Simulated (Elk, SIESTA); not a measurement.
An Elk input for a self-consistent single point of LiNbSe2 (P6_3/mmc, 8 atoms in the cell) (DFT, PBEsol, all-electron FP-LAPW, Elk's shipped species files, APW+lo basis with extra local orbitals):

```
tasks
  0

xctype
  22

tforce
  .true.

rgkmax
  7.5

gmaxvr
  18.0

lmaxapw
  10

lmaxo
  8

nxlo
  2

lorbcnd
  .true.

lradstp
  2

nrmtscf
  2.0

rmtscf
  0.93

lmaxi
  4

stype
  0

swidth
  0.0001

maxscl
  100

scale
  6.543448098

avec
    1.0000000000    0.0000000259    0.0000000000
   -0.5000000224    0.8660253909    0.0000000000
    0.0000000000    0.0000000000    3.8327577073

atoms
  3
  'Li.in'
  2
  0.0000000000  0.0000000000  0.0000000000    0.0 0.0 0.0
  0.0000000000  0.0000000000  0.5000000000    0.0 0.0 0.0
  'Nb.in'
  2
  0.0000000000  0.0000000000  0.2500000000    0.0 0.0 0.0
  0.0000000000  0.0000000000  0.7500000000    0.0 0.0 0.0
  'Se.in'
  4
  0.3333333333  0.6666666667  0.1269500000    0.0 0.0 0.0
  0.6666666667  0.3333333333  0.8730500000    0.0 0.0 0.0
  0.6666666667  0.3333333333  0.6269500000    0.0 0.0 0.0
  0.3333333333  0.6666666667  0.3730500000    0.0 0.0 0.0

ngridk
  6 6 2
```

Q: Give the SIESTA input for the same structure, mesh, smearing and functional.

A: One input that does it (others would too):

```
# files in the folder: Li.psml Nb.psml Se.psml (PseudoDojo PBEsol standard)
SystemName  LiNbSe2
SystemLabel siesta

NumberOfAtoms                8
NumberOfSpecies              3
%block ChemicalSpeciesLabel
  1 3 Li
  2 41 Nb
  3 34 Se
%endblock ChemicalSpeciesLabel
LatticeConstant              1.0 Ang
%block LatticeVectors
     3.462644000    0.000000000    0.000000000
    -1.731322000    2.998737000    0.000000000
     0.000000000    0.000000000   13.271474000
%endblock LatticeVectors
AtomicCoordinatesFormat      Ang
%block AtomicCoordinatesAndAtomicSpecies
     0.000000000    0.000000000    0.000000000  1
     0.000000000    0.000000000    6.635737000  1
     0.000000000    0.000000000    3.317868500  2
     0.000000000    0.000000000    9.953605500  2
    -0.000001731    1.999159000    1.684813624  3
     1.731323731    0.999578000   11.586660376  3
     1.731323731    0.999578000    8.320550624  3
    -0.000001731    1.999159000    4.950923376  3
%endblock AtomicCoordinatesAndAtomicSpecies

XC.functional                GGA
XC.authors                   PBEsol
PAO.BasisSize                DZP
PAO.EnergyShift              0.005 Ry
PAO.Polarization.NonPerturbative true
MeshCutoff                   350 Ry
%block kgrid.MonkhorstPack
    6   0   0  0.0
    0   6   0  0.0
    0   0   2  0.0
%endblock kgrid.MonkhorstPack
OccupationFunction           FD
ElectronicTemperature        10 K

MaxSCFIterations             150
SCF.Mixer.Method             Broyden
SCF.Mixer.Weight             0.2
SCF.Mixer.History            8
SCF.DM.Tolerance             1.0E-05
Diag.ParallelOverK           true
WriteForces                  true
Charge.Mulliken              end
```

Basis, cutoffs, solver keys and any potentials are the target program's own. This input uses DFT, GGA PBEsol, numerical atomic orbitals DZP, PseudoDojo PBEsol standard norm-conserving potentials (rewritten from UPF to PSML).

The starting cell comes from a database of computed structures (which also holds hypothetical and non-ambient phases and stackings), without a prior relaxation at this level. For this run, on top of that: lattice scaled by 0.98.
